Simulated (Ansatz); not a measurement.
Take BN in the wurtzite structure (space group P6_3mc, No. 186) as the base.

```cif
data_B2N2
_chemical_formula_sum 'B2 N2'
_space_group_name_H-M_alt 'P63mc'
_space_group_IT_number 186
_space_group_name_Hall 'P 6c -2c'
_cell_length_a 2.52320
_cell_length_b 2.52320
_cell_length_c 4.17514
_cell_angle_alpha 90.000
_cell_angle_beta 90.000
_cell_angle_gamma 120.000
loop_
_atom_site_label
_atom_site_type_symbol
_atom_site_symmetry_multiplicity
_atom_site_Wyckoff_symbol
_atom_site_fract_x
_atom_site_fract_y
_atom_site_fract_z
_atom_site_occupancy
B1 B 2 b 0.33333 0.66667 0.00030 1
N1 N 2 b 0.33333 0.66667 0.37470 1
```

Computed with LDA, PAW, 420 eV (Ansatz, a program for electronic structure; no spin-orbit coupling).

One change was made to it. Results:

```csv
quantity,base,after
"valence-band top at Γ (three highest levels, from the VBM)","0.00, 0.00, -0.29 eV","0.00, 0.00, -0.32 eV"
density,3.58 g/cm³,3.66 g/cm³
width of the top valence band,5.56 eV,5.67 eV
c/a ratio,1.655,1.655
```

Which change produced these results?
A. pressure 9 GPa
B. pressure 22.5 GPa
C. pressure −1 GPa

A, pressure 9 GPa. For comparison, the valence-band top at Γ in the other runs: pressure −1 GPa gives 0.00, 0.00, -0.29 eV; pressure 22.5 GPa gives 0.00, 0.00, -0.35 eV.

The levels and masses belong to the bands next to the band gap. Load acts through the strain it causes; cell and atoms are relaxed under it. No phonon test of stability was made. No other phases were tried under pressure.
